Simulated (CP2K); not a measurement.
A self-consistent single point of InAs (F-43m, 2 atoms in the cell) with CP2K.

Level of theory: PBE, GPW, DZVP-MOLOPT-SR-GTH basis, GTH-PBE potentials (GTH_POTENTIALS) run with CP2K.

The change in words: lattice scaled by 0.98. Reference geometry:
```
InAs
1.0
    4.28507     0.00000     0.00000
    2.14253     3.71098     0.00000
    2.14253     1.23699     3.49874
In As
1 1
Direct
  0.00000   0.00000   0.00000
  0.25000   0.25000   0.25000
```

Reference input (self-consistent single point, DFT PBE, GPW, DZVP-MOLOPT-SR-GTH basis, GTH-PBE potentials (GTH_POTENTIALS)): CUTOFF = 500 Ry; REL_CUTOFF = 40 Ry; SMEAR/METHOD = FERMI_DIRAC; ELECTRONIC_TEMPERATURE = 580.23 K; KPOINTS/SCHEME = MONKHORST-PACK 9 9 9; XC_FUNCTIONAL = PBE; In/BASIS_SET = DZVP-MOLOPT-SR-GTH-q13; In/POTENTIAL = GTH-PBE-q13; As/BASIS_SET = DZVP-MOLOPT-SR-GTH-q5; As/POTENTIAL = GTH-PBE-q5; METHOD = GPW; EPS_DEFAULT = 1e-10. This run's input differs from it in these lines:

```diff
@@ -63,5 +63,5 @@
     &CELL
-      A 4.28506700 0.00000000 0.00000000
-      B 2.14253400 3.71097700 0.00000000
-      C 2.14253400 1.23699200 3.49874300
+      A 4.19936600 0.00000000 0.00000000
+      B 2.09968300 3.63675700 0.00000000
+      C 2.09968300 1.21225200 3.42876800
       PERIODIC XYZ
```

Log, with long lists cut:

```
 SCF WAVEFUNCTION OPTIMIZATION

  Step     Update method      Time    Convergence         Total energy    Change
     1 NoMix/Diag. 0.30E+00      -     1.21302657       -62.7514164021 -6.28E+01
     2 Broy./Diag. 0.30E+00      -     0.06280646       -62.6875136892  6.39E-02
     3 Broy./Diag. 0.30E+00      -     0.14257269       -62.6279700802  5.95E-02
     4 Broy./Diag. 0.30E+00      -     0.01425931       -62.6135796486  1.44E-02
     5 Broy./Diag. 0.30E+00      -     0.00516504       -62.6363543111 -2.28E-02
     6 Broy./Diag. 0.30E+00      -     0.00338043       -62.6349071524  1.45E-03
   [... 5 lines left out ...]
    12 Broy./Diag. 0.30E+00      -     0.00000233       -62.6381024728  8.28E-06
    13 Broy./Diag. 0.30E+00      -     0.00000121       -62.6380998372  2.64E-06
    14 Broy./Diag. 0.30E+00      -     0.00000022       -62.6380985901  1.25E-06
    15 Broy./Diag. 0.30E+00      -     0.00000004       -62.6380985452  4.49E-08
  *** SCF run converged in    15 steps ***

  Overlap energy of the core charge distribution:               0.00000000318491
  Self energy of the core charge distribution:               -103.51323037769340
  Core Hamiltonian energy:                                     31.29828262632359
  Hartree energy:                                              18.65338667375730
  Exchange-correlation energy:                                 -9.07652317080858
  Electronic entropic energy:                                  -0.00001429998276
  Fermi energy:                                                 0.18775685067728

  Total energy:                                               -62.63809854522324
  Total energy (extrapolated to T->0):                        -62.63809139523186

   [... lines left out ...]

 STRESS| Analytical stress tensor [bar]
 STRESS|                        x                   y                   z
 STRESS|      x        8.90845847527E+04  -5.98799191137E-01  -4.23416816253E-01
 STRESS|      y       -5.98799191137E-01   8.90850374940E+04  -1.26180990816E-01
 STRESS|      z       -4.23416816253E-01  -1.26180990816E-01   8.90854325205E+04
 STRESS| 1/3 Trace                                             8.90850182557E+04
```

The run converged in 15 iterations. Against the reference run the free energy goes up by 65.9 meV/atom and the pressure goes from 4.24 to 8.91 GPa.

The starting cell has typed, rounded lattice constants, without a prior relaxation at this level. For this run, on top of that: lattice scaled by 0.98. Values carry the incompleteness of an atom-centred basis. With a pressure of about 9 GPa the cell is away from its equilibrium volume at this level. The run gives no clean gap (levels at the Fermi energy touch, overlap or are partly filled at this smearing), which alone does not show that the compound is a metal.

Cost on one core of a shared machine: roughly 40 s.
